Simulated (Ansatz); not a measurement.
PtCu (R-3m), PBEsol, DFPT electron-phonon coupling, linearised Boltzmann equation in Ansatz (a quantum-chemistry and plane-wave program). Phonon-limited resistivity 4.51 μΩ·cm at 300 K along z (a = (1.35, 0.78, 4.24) Å; b = (-1.35, 0.78, 4.24) Å; c = (0.00, -1.56, 4.24) Å), 6.09 μΩ·cm at 400 K, current-weighted mean free path 33 nm.

Estimate the electronic thermal conductivity at 300 K by the Wiedemann-Franz law (L₀ = 2.44×10⁻⁸ W·Ω/K²).

L₀T/ρ = 2.44×10⁻⁸ × 300/(4.51×10⁻⁸) = 162 W/(m·K). Inelastic scattering puts the true Lorenz number somewhat under L₀ near and below the Debye temperature.

Estimate the resistivity of a 80 nm square wire with diffuse walls from ρ ≈ ρ₀(1 + 3ℓ/4d).

1 + 0.75 × 33/80 = 1.31, so ρ ≈ 5.91 μΩ·cm and a line 1 μm long has 9.23 Ω. The formula is the free-electron limit for d well above ℓ; grain boundaries add to it.

What temperature coefficient of resistance follows, and how does it compare with 1/T?

(ρ₄₀₀ − ρ₃₀₀)/(100 K × ρ₃₀₀) = 3.50×10⁻³ K⁻¹, against 1/T = 3.33×10⁻³ K⁻¹ for a resistivity proportional to T. It lies higher because phonons are still being populated at 300 K; impurities would add a constant and lower it.

A metal at this level (no band gap). Only scattering by harmonic phonons is included (no impurities, grain boundaries, electron-electron scattering or thermal expansion). Spin-orbit coupling is left out, which matters with elements this heavy. The run warned that the eigensolver left some states short of its tolerance. Halving the electron mesh (28x28x28) moves the resistivity by up to 9 % at 300 K, the mean free path by up to 6 %. Smearing 0.20 eV; phonons on a 6x6x6 q mesh, which this run doesn't test.

Computed structure with no diffraction record at hand here (it may be known, metastable or hypothetical): PtCu (R-3m).
